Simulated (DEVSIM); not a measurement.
# abrupt GaAs n-p junction

Structure: abrupt GaAs n-p junction, at 450 K.

| layer (left to right) | material | thickness (μm) | Nd (cm⁻³) | Na (cm⁻³) | τn (s) | τp (s) |
|---|---|---|---|---|---|---|
| 1 | GaAs | 9.40 | 1e17 | - | 5e-10 | 5e-10 |
| 2 | GaAs | 0.850 | - | 2.4e16 | 5e-10 | 5e-10 |

Left contact: ohmic. Right contact: ohmic. Voltage is applied to the left contact. Recombination: SRH at mid-gap. Mobility is μmin + (μ − μmin)/(1 + (N/Nref)^α).

This is a model device: material constants are rounded textbook-type values typed into the input, and sizes, dopings and lifetimes were drawn at random. Values at 300 K; Nc and Nv go as T^1.5, mobilities as T to minus their exponent, the gap by Varshni's rule with the affinity fixed.

| parameter | GaAs |
|---|---|
| gap (eV) | 1.424 |
| affinity (eV) | 4.07 |
| permittivity | 12.9 |
| Nc (cm⁻³) | 4.7e17 |
| Nv (cm⁻³) | 9e18 |
| μn (cm²/Vs) | 8500 |
| μp (cm²/Vs) | 400 |
| μn,min | 500 |
| μp,min | 20 |
| Nref,n | 6e16 |
| Nref,p | 1.5e17 |
| αn | 0.39 |
| αp | 0.38 |
| T exponent of μn | 2.1 |
| T exponent of μp | 2.2 |
| Varshni α (eV/K) | 0.000541 |
| Varshni β (K) | 204 |

DEVSIM, 1D drift-diffusion, Boltzmann statistics, complete ionisation; no tunnelling, impact ionisation, image-force lowering or self-heating.

Potential step across the device at zero bias: 1.016 V
Largest field in the device at zero bias: 71000 V/cm
Dark forward voltage at 1 A/cm²: 0.621 V
Dark forward voltage at 100 A/cm²: 0.814 V

Dark forward current:

```json
[
 {"V (V)": "-0.05", "J (A/cm²)": "-3.9e-5"},
 {"V (V)": "-0.15", "J (A/cm²)": "-0.00025"},
 {"V (V)": "-0.20", "J (A/cm²)": "-0.00053"},
 {"V (V)": "-0.30", "J (A/cm²)": "-0.0023"},
 {"V (V)": "-0.35", "J (A/cm²)": "-0.0051"},
 {"V (V)": "-0.45", "J (A/cm²)": "-0.028"},
 {"V (V)": "-0.50", "J (A/cm²)": "-0.072"},
 {"V (V)": "-0.60", "J (A/cm²)": "-0.62"},
 {"V (V)": "-0.65", "J (A/cm²)": "-2.0"},
 {"V (V)": "-0.75", "J (A/cm²)": "-22"},
 {"V (V)": "-0.80", "J (A/cm²)": "-73"},
 {"V (V)": "-0.90", "J (A/cm²)": "-550"},
 {"V (V)": "-0.95", "J (A/cm²)": "-1100"},
 {"V (V)": "-1.05", "J (A/cm²)": "-2800"}
]
```

Dark reverse current:

| V (V) | J (A/cm²) |
|---|---|
| 0.40 | 0.00011 |
| 1.00 | 0.00022 |
| 2.00 | 0.00036 |
| 3.00 | 0.00048 |
| 4.00 | 0.00059 |
| 6.00 | 0.00076 |
| 8.00 | 0.00092 |
| 10.00 | 0.0011 |
| 13.00 | 0.0012 |
| 16.00 | 0.0014 |
| 20.00 | 0.0015 |
